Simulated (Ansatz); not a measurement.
**W2C: pressure 3 GPa**

The reference is W2C (space group P-31m, No. 162; a = 5.201 Å, c = 4.737 Å; a cell from a computed database, its experimental status unchecked).

Modification: cell and atoms relaxed at a pressure of 3 GPa.

The values are results of PBEsol in Ansatz (plane waves to 420 eV, PAW, no spin-orbit coupling), not measurements. Γ-centred 10×10×10 mesh, Fermi–Dirac width 0.05 eV.

The volume per atom decreases by 0.10 Å³ to 12.23 Å³ and the density rises by 0.14 g/cm³ to 17.19 g/cm³. The lattice parameter a falls by 0.015 Å (5.201 Å → 5.186 Å) and the c/a ratio remains 0.911. The band gap stays zero.

Load acts through the strain it causes; cell and atoms are relaxed under it. Stability against distortions was not tested. The final runs are not spin-polarised.

Ansatz is a first-principles code.
